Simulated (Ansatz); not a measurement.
Start from HgTe in the zinc blende structure (space group F-43m, No. 216; a = 6.5728 Å).

Structures relaxed with plane-wave PAW DFT at the r2SCAN level (Ansatz, a first-principles code, 500 eV), no SOC.

Base:

Simulated powder pattern, Cu Kα1, λ = 1.54056 Å (kinematic, ideal powder, no thermal factors, no anomalous dispersion; the 10 strongest lines at most, above 2 %, up to 2θ = 90°):

| 2θ (°) | I/Imax (%) | hkl |
|---|---|---|
| 23.42 | 100 | (111) |
| 27.11 | 5.5 | (200) |
| 38.72 | 78 | (220) |
| 45.75 | 52 | (311) |
| 55.91 | 13 | (400) |
| 61.44 | 22 | (331) |
| 70.08 | 28 | (422) |
| 75.03 | 16 | (511) |
| 83.05 | 8.9 | (440) |
| 87.79 | 17 | (531) |

After one change:

Simulated powder pattern, Cu Kα1, λ = 1.54056 Å (kinematic, ideal powder, no thermal factors, no anomalous dispersion; the 10 strongest lines at most, above 2 %, up to 2θ = 90°):

```
2θ (°)  I/Imax (%)
------  ----------
26.16          100
30.30          5.5
43.39           74
51.37           48
63.03           12
69.45           20
71.53          2.3
79.62           26
85.54           16
```

Problem. What was done to the base?
(A) pressure −2 GPa
(B) pressure 30 GPa
(C) pressure 22.5 GPa
(D) pressure −1 GPa

Solution. B, pressure 30 GPa. Its volume per atom is 25.60 Å³ against 35.49 Å³, and its space group is F-43m (No. 216).

Load acts through the strain it causes; cell and atoms are relaxed under it. Whether these cells are dynamically stable was not tested. Tetrahedral semiconductors of this kind turn to denser phases somewhere between about 1 and 50 GPa; those were not computed, so compressed cells here can lie past the real transition. All final runs are without spin polarisation.
